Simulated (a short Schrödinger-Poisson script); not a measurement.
## MOS inversion layer, Al2O3 on p-type Si(100)

Structure: MOS inversion layer, Al2O3 on p-type Si(100), at 300 K.

| layer | material | thickness (nm) | Na (cm⁻³) |
|---|---|---|---|
| 1 | Al2O3 | 6.7 | - |
| 2 | Si | 410 | 1.1e18 |

Constants are typed, rounded textbook-type inputs, not results; the design itself was drawn at random and stands for no fabricated device. Al2O3: permittivity 9, conduction-band edge (eV) 2.7, gap (eV) 6.8, electron mass (mₑ) 0.3. Si: permittivity 11.7, conduction-band edge (eV) 0, gap (eV) 1.124, Nv at 300 K (cm⁻³) 3.1e19.

Channel valleys (confinement mass, in-plane density-of-states mass, number): Δ2 0.916, 0.19, 2; Δ4 0.19, 0.417, 4. At the gate the conduction-band edge of layer 1 lies 3.13 eV − eVg above the Fermi level of the channel; the field vanishes at the back. Gaps are held at their typed values at every temperature. Mesh 0.03 nm at interfaces.

From a short Schrödinger-Poisson script (our own, NumPy): 1D Poisson equation in equilibrium, electrons quantum, Hartree (BenDaniel-Duke, 12 states a valley, the channel's in-plane mass for all, wave functions free to enter the dielectric), parabolic valleys, classical holes, full ionisation, no traps, pinning or gate leakage.

```tsv
Vg (V)	electrons (cm⁻²)	C (μF/cm²)	Δ2 E0 (meV)	Δ2 E1 (meV)	Δ4 E0 (meV)	Δ4 E1 (meV)
0.6	3.34e6	0.271	372.9	450.9	432.4	559.3
0.7	5.71e7	0.261	298.8	379.8	360.3	492.4
0.8	1.01e9	0.255	223.8	307.6	287.2	424.2
0.9	1.75e10	0.302	149.7	236.1	214.9	356.4
1	1.69e11	0.589	90.2	179.1	157.1	302.4
1.1	5.63e11	0.821	57.9	149.3	126.6	274.4
1.2	1.08e12	0.915	39.6	133.4	110.1	259.8
1.3	1.65e12	0.960	27.1	123.2	99.4	250.6
1.4	2.25e12	0.986	17.6	115.9	91.5	244.2
1.5	2.86e12	1.00	9.7	110.3	85.3	239.4
1.6	3.49e12	1.02	2.9	105.8	80.1	235.5
1.7	4.12e12	1.03	-3.1	101.9	75.7	232.3
1.8	4.76e12	1.03	-8.5	98.6	71.8	229.7
1.9	5.40e12	1.04	-13.5	95.8	68.3	227.3
2	6.05e12	1.04	-18.2	93.2	65.2	225.3
2.1	6.70e12	1.05	-22.6	90.9	62.2	223.5
2.2	7.35e12	1.05	-26.8	88.8	59.5	221.9
2.3	8.01e12	1.06	-30.8	86.8	57.0	220.5
2.4	8.67e12	1.06	-34.6	85.1	54.5	219.2
```

Gate voltages with under 1e6 electrons/cm² are left out.

Subbands count from the Fermi level.
